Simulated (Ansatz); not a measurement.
Levels about the gap of amorphous hafnia (Hf18O35) (53 atoms in a cell of 643 Å³, 9.74 g/cm³; zone centre alone, so wide bands show as single levels with stretches between that a denser mesh fills), at the geometry that PBE relaxed, where it gives 0.0 GPa on a denser mesh. Exact exchange is cut at the faces of this small cell, which leaves a finite-size error. The participation number counts the atoms over which a state spreads; weights are charges in smoothed Voronoi cells. The levels come from a single point, so bond lengths are those of that geometry. Method of the levels: HSE06, scalar-relativistic without spin-orbit coupling (Ansatz, a quantum-chemistry and plane-wave program). Sampling: the zone centre alone; Fermi-Dirac width 0.01 eV; collinear spin, started from moments on atoms (the moments died out). The usual formal charges leave 2 electrons over, so the level spacing at the Fermi energy parts defect or band states and needn't be the band gap. With spare charge at the zone centre alone, a hybrid can open a spacing that a denser mesh would close.

The cell was made by melting and quenching with the CHGNet potential and then relaxed with DFT. O atoms were pushed apart under 1.9 Å during the dynamics, to hinder bonds among them. The hot cell started wider than the set density and was brought back towards it in steps. It is the lowest in DFT energy of 4 quenches. It is a model cell: composition and starting density were chosen by hand, and all elements were melted together. No dispersion term was used. A short ab initio anneal came between quench and relaxation. Its density started from a set value of 9.32 and ended at 9.74 g/cm³. The quench (nominally 120 K/ps over its main leg) was far faster than any real one, so the model tends to hold more defects than a real film. One small periodic cell is one sample of the glass; other quenches scatter about these values. Volume and shape were free in the relaxation.

```json
[
 {"E - E(highest filled), eV": "-3.53", "filling": "filled", "spin": "dn", "participation number": "20.3", "largest on": "O, 3 neighbours", "weight O": "0.95", "weight Hf": "0.05"},
 {"E - E(highest filled), eV": "-3.41", "filling": "filled", "spin": "dn", "participation number": "16.4", "largest on": "O, 4 neighbours", "weight O": "0.96", "weight Hf": "0.04"},
 {"E - E(highest filled), eV": "-3.41", "filling": "filled", "spin": "up", "participation number": "16.4", "largest on": "O, 4 neighbours", "weight O": "0.96", "weight Hf": "0.04"},
 {"E - E(highest filled), eV": "-3.30", "filling": "filled", "spin": "dn", "participation number": "6.0", "largest on": "O, 3 neighbours", "weight O": "0.96", "weight Hf": "0.04"},
 {"E - E(highest filled), eV": "-3.30", "filling": "filled", "spin": "up", "participation number": "6.0", "largest on": "O, 3 neighbours", "weight O": "0.96", "weight Hf": "0.04"},
 {"E - E(highest filled), eV": "0.00", "filling": "filled", "spin": "up", "participation number": "8.5", "largest on": "Hf, 6 neighbours", "weight O": "0.39", "weight Hf": "0.61"},
 {"E - E(highest filled), eV": "0.00", "filling": "filled", "spin": "dn", "participation number": "8.5", "largest on": "Hf, 6 neighbours", "weight O": "0.39", "weight Hf": "0.61"},
 {"E - E(highest filled), eV": "2.20", "filling": "empty", "spin": "up", "participation number": "11.9", "largest on": "Hf, 5 neighbours", "weight O": "0.39", "weight Hf": "0.61"},
 {"E - E(highest filled), eV": "2.20", "filling": "empty", "spin": "dn", "participation number": "11.9", "largest on": "Hf, 5 neighbours", "weight O": "0.39", "weight Hf": "0.61"},
 {"E - E(highest filled), eV": "2.43", "filling": "empty", "spin": "up", "participation number": "25.9", "largest on": "Hf, 7 neighbours", "weight O": "0.42", "weight Hf": "0.58"},
 {"E - E(highest filled), eV": "2.43", "filling": "empty", "spin": "dn", "participation number": "25.9", "largest on": "Hf, 7 neighbours", "weight O": "0.42", "weight Hf": "0.58"},
 {"E - E(highest filled), eV": "2.59", "filling": "empty", "spin": "dn", "participation number": "25.2", "largest on": "Hf, 7 neighbours", "weight O": "0.41", "weight Hf": "0.59"},
 {"E - E(highest filled), eV": "2.59", "filling": "empty", "spin": "up", "participation number": "25.2", "largest on": "Hf, 7 neighbours", "weight O": "0.41", "weight Hf": "0.59"},
 {"E - E(highest filled), eV": "2.73", "filling": "empty", "spin": "dn", "participation number": "21.1", "largest on": "Hf, 7 neighbours", "weight O": "0.39", "weight Hf": "0.61"}
]
```

Most localised among these is the filled level at -3.30 eV, on a O atom, which has 3 neighbours (Hf 2.02 Å, Hf 2.12 Å, Hf 2.15 Å).
